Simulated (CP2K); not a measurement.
Worked example: relaxation of cell and atoms of BP (F-43m, 2 atoms in the cell) in CP2K.

Method of the run: PBE, GPW, DZVP-MOLOPT-SR-GTH basis, GTH-PBE potentials (GTH_POTENTIALS) (CP2K).

```
BP
1.0
    3.20471     0.00000     0.00000
    1.60235     2.77536     0.00000
    1.60235     0.92512     2.61663
B P
1 1
Cartesian
  0.00000   0.00000   0.00000
  1.60235   0.92512   0.65416
```

Reference input (self-consistent single point, DFT PBE, GPW, DZVP-MOLOPT-SR-GTH basis, GTH-PBE potentials (GTH_POTENTIALS)): CUTOFF = 400 Ry; REL_CUTOFF = 50 Ry; KPOINTS/SCHEME = MONKHORST-PACK 10 10 10; GAMMA_CENTERED = T; XC_FUNCTIONAL = PBE; B/BASIS_SET = DZVP-MOLOPT-SR-GTH-q3; B/POTENTIAL = GTH-PBE-q3; P/BASIS_SET = DZVP-MOLOPT-SR-GTH-q5; P/POTENTIAL = GTH-PBE-q5; METHOD = GPW; EPS_DEFAULT = 1e-10; NGRIDS = 4. This run's input differs from it in these lines:

```diff
@@ -2,3 +2,3 @@
   PROJECT calc
-  RUN_TYPE ENERGY_FORCE
+  RUN_TYPE CELL_OPT
   PRINT_LEVEL MEDIUM
@@ -14,2 +14,3 @@
       EPS_DEFAULT 1E-10
+      EXTRAPOLATION USE_GUESS
     &END QS
@@ -86,2 +87,20 @@
 &END FORCE_EVAL
+&MOTION
+  &CELL_OPT
+    OPTIMIZER BFGS
+    MAX_ITER 60
+    MAX_FORCE 4E-4
+    RMS_FORCE 3E-4
+    EXTERNAL_PRESSURE [GPa] 0
+    PRESSURE_TOLERANCE [bar] 200
+  &END CELL_OPT
+  &PRINT
+    &CELL ON
+    &END CELL
+    &RESTART OFF
+    &END RESTART
+    &RESTART_HISTORY OFF
+    &END RESTART_HISTORY
+  &END PRINT
+&END MOTION
```

Log, with long lists cut:

```
 SCF WAVEFUNCTION OPTIMIZATION

  Step     Update method      Time    Convergence         Total energy    Change
     1 NoMix/Diag. 0.30E+00      -     1.25294179        -9.6615802666 -9.66E+00
     2 Broy./Diag. 0.30E+00      -     0.07129311        -9.2057873306  4.56E-01
     3 Broy./Diag. 0.30E+00      -     0.17889515        -9.3065299711 -1.01E-01
     4 Broy./Diag. 0.30E+00      -     0.03327026        -9.3819084777 -7.54E-02
     5 Broy./Diag. 0.30E+00      -     0.01571604        -9.4225644264 -4.07E-02
     6 Broy./Diag. 0.30E+00      -     0.00267378        -9.4517883932 -2.92E-02
   [... 5 lines left out ...]
    12 Broy./Diag. 0.30E+00      -     0.00000180        -9.4550986764 -3.84E-06
    13 Broy./Diag. 0.30E+00      -     0.00000021        -9.4550993930 -7.17E-07
    14 Broy./Diag. 0.30E+00      -     0.00000016        -9.4550975595  1.83E-06
    15 Broy./Diag. 0.30E+00      -     6.9757E-09        -9.4550971647  3.95E-07
  *** SCF run converged in    15 steps ***

  Overlap energy of the core charge distribution:               0.00000001056945
  Self energy of the core charge distribution:                -22.46029897054840
  Core Hamiltonian energy:                                      5.65287068328106
  Hartree energy:                                              10.17825916615212
  Exchange-correlation energy:                                 -2.82592805419521

  Total energy:                                                -9.45509716474098

                     Mulliken Population Analysis

 #  Atom  Element  Kind  Atomic population                           Net charge
       1     B        1          3.244814                             -0.244814
       2     P        2          4.755186                              0.244814
   [... lines left out ...]
  Total energy:                                                -9.45510647269154
 OPT| Pressure deviation [bar]                                  16505.3719335351
 OPT| Pressure tolerance [bar]                                    200.0000000000
 OPT| Pressure is converged                                                   NO
  Total energy:                                                -9.45515025729538
 OPT| Pressure deviation [bar]                                    167.8815329908
 OPT| Pressure tolerance [bar]                                    200.0000000000
 OPT| Pressure is converged                                                  YES
 ***                    GEOMETRY OPTIMIZATION COMPLETED                      ***
  Total energy:                                                -9.45515025729538
   [... lines left out ...]
                     Mulliken Population Analysis

 #  Atom  Element  Kind  Atomic population                           Net charge
       1     B        1          3.243607                             -0.243607
       2     P        2          4.756393                              0.243607
 # Total charge                              8.000000                 -0.000000

 ENERGY| Total FORCE_EVAL ( QS ) energy [hartree]             -9.455150257295383
```

The run converged. 

Summary of the result:
```
Quantity                                                                                                                 Value
------------------------------------------------  ----------------------------------------------------------------------------
Free energy E − TS                                                                                                -257.2877 eV
Top of the valence band (on the code's own zero)                                                                       7.58 eV
Gap on the k-point mesh                                                                                                1.30 eV
Pressure                                                                                                              0.02 GPa
Largest force (vector length)                                                                                       0.018 eV/Å
Final cell                                        a = 3.2164 Å, b = 3.2158 Å, c = 3.2158 Å, α = 60.01°, β = 60.03°, γ = 60.03°
Final volume per atom                                                                                                 11.76 Å³
Relaxation steps                                                                                                             9
```

The starting cell comes from a database of computed structures (which also holds hypothetical and non-ambient phases and stackings), without a prior relaxation at this level. Values carry the incompleteness of an atom-centred basis.

Cost on one core of a shared machine: roughly 4 min.
